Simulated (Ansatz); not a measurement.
## A computed series for Pd: element substitutions

Take Pd in the fcc (Cu type) structure (space group Fm-3m, No. 225; a = 3.8755 Å) as the base.

Each row replaces one element on all its sites; cell and atoms are relaxed.

Computed with PBEsol (Ansatz, a program for electronic structure; PAW; 420 eV plane waves; no spin-orbit coupling), earlier PAW set.

Candidates:
(a) Pd → S
(b) Pd → Os
(c) Pd → Ir
(d) Pd → Ni

Before the change:

| Quantity | Result |
|---|---|
| Lattice parameter a | 3.876 Å |

Q: Order them by lattice parameter a, lowest first.

A: (d) Pd → Ni (3.463 Å), (b) Pd → Os (3.821 Å), (c) Pd → Ir (3.830 Å), (a) Pd → S (3.908 Å)

The magnetic state is the one reached from the starting moments; the real material's order can differ, and small cells can't hold many antiferromagnetic ones. Stability against distortions was not tested. As relaxed here, S is a hypothetical phase, not in the database extracts checked. Spin-polarised in the final run: Ni; the other runs are not. This is not the structure that Os has at room temperature and ambient pressure.
